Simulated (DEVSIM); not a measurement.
Structure: double heterostructure, GaAs between p- and n-type Al0.4Ga0.6As, at 400 K.

Layer 1 from the left is Al0.4Ga0.6As, thickness (μm) 0.770, Nd (cm⁻³) 1.7e17, τn (s) 3.8e-9, τp (s) 3.8e-9. Layer 2 from the left is GaAs, thickness (μm) 0.0670, Na (cm⁻³) 2.3e15, τn (s) 3.8e-8, τp (s) 3.8e-9. Layer 3 from the left is Al0.4Ga0.6As, thickness (μm) 0.270, Na (cm⁻³) 1.8e17, τn (s) 3.8e-9, τp (s) 3.8e-9.

Left contact: ohmic. Right contact: ohmic. Voltage is applied to the left contact. Recombination: SRH at mid-gap, radiative. Mobility is constant in doping.

Constants are typed, rounded textbook-type inputs, not results; the design itself was drawn at random and stands for no fabricated device. Values at 300 K; Nc and Nv go as T^1.5, mobilities as T to minus their exponent, the gap by Varshni's rule with the affinity fixed.

Al0.4Ga0.6As: gap (eV) 1.9228, affinity (eV) 3.754, permittivity 11.76, Nc (cm⁻³) 7.93e17, Nv (cm⁻³) 9e18, μn (cm²/Vs) 3220, μp (cm²/Vs) 158, T exponent of μn 2.1, T exponent of μp 2.2, B (cm³/s) 2e-10, Varshni α (eV/K) 0.000541, Varshni β (K) 204. GaAs: gap (eV) 1.424, affinity (eV) 4.07, permittivity 12.9, Nc (cm⁻³) 4.7e17, Nv (cm⁻³) 9e18, μn (cm²/Vs) 8500, μp (cm²/Vs) 400, T exponent of μn 2.1, T exponent of μp 2.2, B (cm³/s) 2e-10, Varshni α (eV/K) 0.000541, Varshni β (K) 204.

DEVSIM, 1D drift-diffusion, Boltzmann statistics, complete ionisation; no tunnelling, impact ionisation, image-force lowering or self-heating. Band offsets follow the typed affinities; no thermionic-emission limit at abrupt steps, no polarisation charge.

Problem. What does the simulation give for the dark forward voltage at 100 A/cm², the potential step across the device at zero bias, the dark forward voltage at 1 A/cm²?

Solution. dark forward voltage at 100 A/cm² 1.267 V; potential step across the device at zero bias 1.658 V; dark forward voltage at 1 A/cm² 1.062 V.
